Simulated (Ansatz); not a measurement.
# TaN: response to strain

Take TaN (space group P6/mmm, No. 191) as the base.

```
TaN
1.0
    5.20166     0.00000     0.00000
   -2.60083     4.50477     0.00000
    0.00000     0.00000     2.90614
Ta N
3 3
Direct
  0.00000   0.00000   0.00000
  0.33333   0.66667   0.50000
  0.66667   0.33333   0.50000
  0.50000   0.00000   0.00000
  0.50000   0.50000   0.00000
  0.00000   0.50000   0.00000
```

Cartesian axes are those of the cell as printed.

Strains are applied to the cell and any free atomic positions relax; under biaxial strain the out-of-plane vector relaxes too; under stress the whole cell relaxes.

Method: plane-wave PAW DFT at the PBEsol level (Ansatz, a first-principles code, 420 eV), without spin-orbit coupling.

Notes on the quantities. energy relative to the base: free energy F; pressure: mean of the normal stresses, compression positive.

```json
[
 {"variant": "base", "energy relative to the base": "0 meV/atom", "space group": "P6/mmm (No. 191)", "shortest interatomic distance": "2.090 Å", "pressure": "0.0 GPa"},
 {"variant": "biaxial strain +0.84 %, plane normal [001], relaxed out of plane", "energy relative to the base": "–", "space group": "P6/mmm (No. 191)", "shortest interatomic distance": "2.094 Å", "pressure": "-2.7 GPa"},
 {"variant": "isotropic strain −0.36 %", "energy relative to the base": "+1.3 meV/atom", "space group": "P6/mmm (No. 191)", "shortest interatomic distance": "2.082 Å", "pressure": "3.6 GPa"},
 {"variant": "isotropic strain +0.47 %", "energy relative to the base": "+2.2 meV/atom", "space group": "P6/mmm (No. 191)", "shortest interatomic distance": "2.099 Å", "pressure": "-4.4 GPa"},
 {"variant": "isotropic strain +1.03 %", "energy relative to the base": "+11 meV/atom", "space group": "P6/mmm (No. 191)", "shortest interatomic distance": "2.111 Å", "pressure": "-9.3 GPa"},
 {"variant": "isotropic strain +2.33 %", "energy relative to the base": "+52 meV/atom", "space group": "P6/mmm (No. 191)", "shortest interatomic distance": "2.138 Å", "pressure": "-19.1 GPa"},
 {"variant": "uniaxial strain ε_xx = +3.57 %", "energy relative to the base": "+17 meV/atom", "space group": "Cmmm (No. 65)", "shortest interatomic distance": "2.099 Å", "pressure": "(withheld)"},
 {"variant": "uniaxial strain ε_yy = +0.79 %", "energy relative to the base": "+0.9 meV/atom", "space group": "Cmmm (No. 65)", "shortest interatomic distance": "(withheld)", "pressure": "-2.2 GPa"},
 {"variant": "uniaxial stress, 1 GPa tension along z", "energy relative to the base": "+0.1 meV/atom", "space group": "P6/mmm (No. 191)", "shortest interatomic distance": "2.091 Å", "pressure": "–"},
 {"variant": "tensor shear ε_yz = −0.93 %", "energy relative to the base": "+2.5 meV/atom", "space group": "C2/m (No. 12)", "shortest interatomic distance": "2.070 Å", "pressure": "0.1 GPa"}
]
```

### Question
What belongs in the blanks?

### Answer

- uniaxial strain ε_xx = +3.57 %, pressure: -9.0 GPa
- uniaxial strain ε_yy = +0.79 %, shortest interatomic distance: 2.093 Å

Without a gap, meshes like the base's 10×10×16 leave anisotropic stresses uncertain by several tenths of a GPa, and small strain energies with them. Beyond what the load breaks, stability against distortions was not tested. All final runs are without spin polarisation. This is not the structure that TaN has at room temperature and ambient pressure.
